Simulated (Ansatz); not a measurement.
**WB (Cmcm, No. 63, 4 atoms in the cell; start mp-1008487)**

Method: PBEsol (PAW; Ansatz, a quantum-chemistry and plane-wave program).

Run with plane-wave cutoff 520 eV, 18×18×18 k mesh, Fermi–Dirac smearing 0.05 eV, no spin polarisation, scalar-relativistic PAW data made under PBE.

Cell (relaxed at this level):

```yaml
crystal:
  lattice:
    - [1.57664, -4.22144, 0.00000]
    - [1.57664, 4.22144, 0.00000]
    - [0.00000, 0.00000, 3.08433]
  atoms:
    - { symbol: B, position: [0.56139, 0.43861, 0.25000] }
    - { symbol: B, position: [0.43861, 0.56139, 0.75000] }
    - { symbol: W, position: [0.85522, 0.14478, 0.25000] }
    - { symbol: W, position: [0.14478, 0.85522, 0.75000] }
```

- band gap = zero (no gap)
- bulk modulus B0 = 360 GPa

Note: the relaxation could not lower the start's symmetry, so the cell can be a saddle point above a distorted one; the bulk modulus is −V dP/dV from two relaxed cells at ±2 % in volume.

Spin–orbit coupling is not included; it can open a gap where bands touch, and shift volumes and moduli.

Cost on a shared machine: roughly 9 core-minutes.

A start named mp-… is a Materials Project structure, which need not be a measured phase.
